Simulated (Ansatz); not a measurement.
Take MgO (space group P4_2/mnm, No. 136; a = 5.510 Å, c = 3.276 Å; a hypothetical phase, not in the database extracts checked) as the base.

Levels (all Ansatz, a first-principles code, PAW): PBEsol (420 eV, scalar-relativistic without spin-orbit coupling); r2SCAN (500 eV, without spin-orbit coupling); HSE06 (420 eV, no spin-orbit coupling).

One geometry, relaxed with PBEsol, under each level:

```json
[
 {"level": "PBEsol", "band gap": "3.36 eV", "lowest conduction level above the VBM at special points": "Γ 3.36 eV; X 5.53 eV; M 6.55 eV; A 7.05 eV", "pressure": "-0.01 GPa"},
 {"level": "r2SCAN", "band gap": "4.12 eV", "lowest conduction level above the VBM at special points": "Γ 4.12 eV; X 6.29 eV; M 7.32 eV; A 7.88 eV", "pressure": "-0.88 GPa"},
 {"level": "HSE06", "band gap": "…", "lowest conduction level above the VBM at special points": "…", "pressure": "–"}
]
```

Problem. Give the withheld HSE06 results.

Solution. 
- HSE06, band gap: 5.07 eV
- HSE06, lowest conduction level above the VBM at special points: Γ 5.07 eV; X 7.30 eV; M 8.36 eV

Single points use the geometry relaxed with PBEsol. Their cutoffs differ, which shifts pressures a little. The hybrid gap comes from the SCF mesh plus the semilocal run's edge points and a few special points and is an upper bound. No phonon test of stability was made.
